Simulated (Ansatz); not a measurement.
Worked example: self-consistent single point of LaSi2Ag2 (I4mm, 5 atoms in the cell) in Ansatz (an electronic-structure program).

Level of theory: LDA (PW92), harder PAW files (source: ansatz) made with PBE (plane waves; Ansatz).

The change in words: lattice scaled by 0.98; basis.ecutwfc: 420 eV → 720 eV; hamiltonian.pseudopotentials: {kind: paw} (the program's default PAW files) → {kind: paw, source: ansatz}. Reference geometry:
```yaml
crystal:
  lattice:
    - [-2.16323, 2.16323, 5.35603]
    - [2.16323, -2.16323, 5.35603]
    - [2.16323, 2.16323, -5.35603]
  atoms:
    - { symbol: La, position: [0.00467, 0.00467, 0.00000] }
    - { symbol: Si, position: [0.60961, 0.60961, 0.00000] }
    - { symbol: Si, position: [0.39039, 0.39039, 0.00000] }
    - { symbol: Ag, position: [0.25000, 0.75000, 0.50000] }
    - { symbol: Ag, position: [0.75000, 0.25000, 0.50000] }
```

Reference input (self-consistent single point, DFT, LDA (PW92), plane waves, default PAW files made with PBE): basis.ecutwfc = 420 eV; kpoints.mp_grid.grid = 7 7 7; hamiltonian.xc = lda; hamiltonian.pseudopotentials = {kind: paw} (the program's default PAW files); scf.occupations.method = fermi_dirac; scf.occupations.width = 0.1 eV. This run's input differs from it in these lines:

Ansatz 0.2 input:
```diff
@@ -3,5 +3,5 @@
   lattice:
-    - [-2.163227, 2.163227, 5.356027]
-    - [2.163227, -2.163227, 5.356027]
-    - [2.163227, 2.163227, -5.356027]
+    - [-2.119962, 2.119962, 5.248906]
+    - [2.119962, -2.119962, 5.248906]
+    - [2.119962, 2.119962, -5.248906]
   atoms:
@@ -13,3 +13,3 @@
 basis:
-  ecutwfc: 420.0 eV
+  ecutwfc: 720.0 eV
 kpoints:
@@ -18,3 +18,3 @@
   xc: lda
-  pseudopotentials: { kind: paw }
+  pseudopotentials: { kind: paw, source: ansatz }
 scf:
```

Log, with long lists cut:

```
SCF iter   1: F=—  HF=-22273.208647 eV  |F-HF|=—  |Δ(HF+E_count)|=         —  Δρ=3.29e-1  dr2=2.55e2  ethr=3.10e-3  ⟨swp⟩=9.2  Hψ=15301  notcnv=0
all-band conjugate gradients solve this SCF's bands
automatic band count: the SCF goes on with 41 bands, as 35 were too few: the levels above may hold too much charge
preconditioner: auto → Kerker (q_TF=auto, 2.508 Å⁻¹)
   [... lines left out ...]
SCF iter   9: F=—  HF=-22260.580504 eV  |F-HF|=—  |Δ(HF+E_count)|=   1.74e-3  Δρ=8.04e-4  dr2=1.54e-3  ethr=9.91e-6  ⟨swp⟩=2.2  Hψ=2241  notcnv=0  defer=4
SCF iter  10: F=—  HF=-22260.579925 eV  |F-HF|=—  |Δ(HF+E_count)|=   5.79e-4  Δρ=1.20e-4  dr2=2.77e-5  ethr=2.70e-6  ⟨swp⟩=2.0  Hψ=2491  notcnv=0  defer=4
SCF iter  11: F=—  HF=-22260.580016 eV  |F-HF|=—  |Δ(HF+E_count)|=   9.10e-5  Δρ=1.38e-5  dr2=2.64e-7  ethr=4.85e-8  ⟨swp⟩=2.2  Hψ=2548  notcnv=0  defer=3
SCF iter  12: F=-22260.580016 eV  HF=-22260.580016 eV  |F-HF|=8.17e-8  |Δ(HF+E_count)|=   4.53e-8  Δρ=5.87e-6  dr2=7.80e-8  ethr=1.75e-10  ⟨swp⟩=11.1  Hψ=9652  notcnv=0
SCF 1 converged in 12 iterations: F = -22260.580016 eV  dr2 = 7.80e-8
Free energy (F): -22260.580016 eV
Internal energy: -22260.536424 eV  (E = F + TS)
E sigma→0 (E₀):  -22260.558220 eV
Entropy (-TS):   -0.043592 eV (-8.718 meV/atom)
Fermi energy:    14.389937 eV
--- Forces (eV/Å), atoms counted from 1 ---
  atom   1  La     0.00000000     0.00000000    -0.27712430
  atom   2  Si     0.00000000     0.00000000     0.45518142
  atom   3  Si    -0.00000000     0.00000000    -0.40197058
  atom   4  Ag    -0.00000000    -0.00000000     0.11196021
  atom   5  Ag     0.00000000     0.00000000     0.11196021
--- Stress (GPa, compression-positive) ---
       -1.623165       0.000000      -0.000000
        0.000000      -1.623165      -0.000000
       -0.000000      -0.000000      -1.222311
  P = ⅓ Tr σ = -1.4895 GPa (-14.895 kbar)
  The stress holds the Pulay correction. Without it, at fixed plane waves, as pw.x and ABINIT print it: P = -1.5012 GPa
```

The run converged in 12 iterations. Against the reference run the pressure goes from -7.06 to -1.49 GPa and the largest force goes from 0.382 to 0.455 eV/Å.

The starting cell comes from a database of computed structures (which also holds hypothetical and non-ambient phases and stackings), without a prior relaxation at this level. Its lattice was rescaled by up to half a per cent. One atom was moved a little off its site on purpose. For this run, on top of that: lattice scaled by 0.98. Ansatz's pressure includes its estimate of the finite-basis (Pulay) stress.

Cost on one core of a shared machine: roughly 60 s.
